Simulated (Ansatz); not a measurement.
This Ansatz (an electronic-structure program) input is the reference run, WS2 (space group P6_3/mmc, No. 194; layered, stacked along the Cartesian z axis), computed with Ansatz PBEsol-D3(BJ), scalar-relativistic without spin-orbit coupling:

Ansatz 0.2 input:
```yaml
crystal:
  lattice:
    - [3.1147424211, 0, 0]
    - [-1.5573712105, 2.6974460629, 0]
    - [0, 0, 11.7723672491]
  atoms:
    - { symbol: W, position: [0.6666666667, 0.3333333333, 0.25] }
    - { symbol: W, position: [0.3333333333, 0.6666666667, 0.75] }
    - { symbol: S, position: [0.6666666667, 0.3333333333, 0.8835461528] }
    - { symbol: S, position: [0.3333333333, 0.6666666667, 0.3835461528] }
    - { symbol: S, position: [0.3333333333, 0.6666666667, 0.1164538472] }
    - { symbol: S, position: [0.6666666667, 0.3333333333, 0.6164538472] }
basis: { ecutwfc: 420, ecutrho_ratio: 4, xc_grid: 2, fft_grid_basis: typed }
kpoints: { mp_grid: { grid: [12, 12, 3] } }
hamiltonian:
  xc: pbesol
  dispersion: d3bj
  pseudopotentials: { kind: paw }
scf: { occupations: { method: fermi_dirac, width: 0.05 }, convergence: { dr2_threshold: 0.0000000006 } }
output: { forces: true, stress: true }
checkpoint: { write: state.ck, write_every: 1000 }
```

Problem. Write the input for this change: the cell is stretched by 1.20 % along z with no lateral relaxation; the atoms relax in the strained cell.

Solution. 
Ansatz 0.2 input:
```yaml
crystal:
  lattice:
    - [3.1147424211, 0, 0]
    - [-1.5573712105, 2.6974460629, 0]
    - [0, 0, 11.9136356561]
  atoms:
    - { symbol: W, position: [0.6666666667, 0.3333333333, 0.25] }
    - { symbol: W, position: [0.3333333333, 0.6666666667, 0.75] }
    - { symbol: S, position: [0.6666666667, 0.3333333333, 0.8835461528] }
    - { symbol: S, position: [0.3333333333, 0.6666666667, 0.3835461528] }
    - { symbol: S, position: [0.3333333333, 0.6666666667, 0.1164538472] }
    - { symbol: S, position: [0.6666666667, 0.3333333333, 0.6164538472] }
basis: { ecutwfc: 420, ecutrho_ratio: 4, xc_grid: 2, fft_grid_basis: typed }
kpoints: { mp_grid: { grid: [12, 12, 3] } }
hamiltonian:
  xc: pbesol
  dispersion: d3bj
  pseudopotentials: { kind: paw }
scf: { occupations: { method: fermi_dirac, width: 0.05 }, convergence: { dr2_threshold: 0.0000000006 } }
relax: { f_tol: 0.005, max_steps: 50 }
output: { forces: true, stress: true }
checkpoint: { write: state.ck, write_every: 1000 }
```
This is the input that was run.

No phonon test of stability was made.
